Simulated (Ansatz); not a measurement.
**Ir: pressure series**

Take Ir in the fcc (Cu type) structure (space group Fm-3m, No. 225; a = 3.845 Å) as the base.

Cell and atoms are relaxed at each pressure.

The values are results of r2SCAN (Ansatz, an electronic-structure program; PAW; 500 eV plane waves; no spin-orbit coupling), earlier PAW set, not measurements.

Notes on the quantities. enthalpy: H = E + PV relative to the base's energy.

```json
[
 {"change": "base", "enthalpy": "–", "lattice parameter a": "3.845 Å"},
 {"change": "pressure −2 GPa", "enthalpy": "-0.18 eV/atom", "lattice parameter a": "3.852 Å"},
 {"change": "pressure −1 GPa", "enthalpy": "-0.09 eV/atom", "lattice parameter a": "3.848 Å"},
 {"change": "pressure 0.9 GPa", "enthalpy": "+0.08 eV/atom", "lattice parameter a": "3.842 Å"},
 {"change": "pressure 2.1 GPa", "enthalpy": "+0.19 eV/atom", "lattice parameter a": "3.838 Å"},
 {"change": "pressure 4.5 GPa", "enthalpy": "+0.40 eV/atom", "lattice parameter a": "3.830 Å"},
 {"change": "pressure 9 GPa", "enthalpy": "+0.79 eV/atom", "lattice parameter a": "3.816 Å"},
 {"change": "pressure 15 GPa", "enthalpy": "+1.31 eV/atom", "lattice parameter a": "3.799 Å"},
 {"change": "pressure 22.5 GPa", "enthalpy": "+1.94 eV/atom", "lattice parameter a": "3.779 Å"},
 {"change": "pressure 30 GPa", "enthalpy": "+2.57 eV/atom", "lattice parameter a": "3.760 Å"}
]
```

Load acts through the strain it causes; cell and atoms are relaxed under it. Stability against distortions was not tested. No other phases were tried under pressure. The final runs are not spin-polarised.
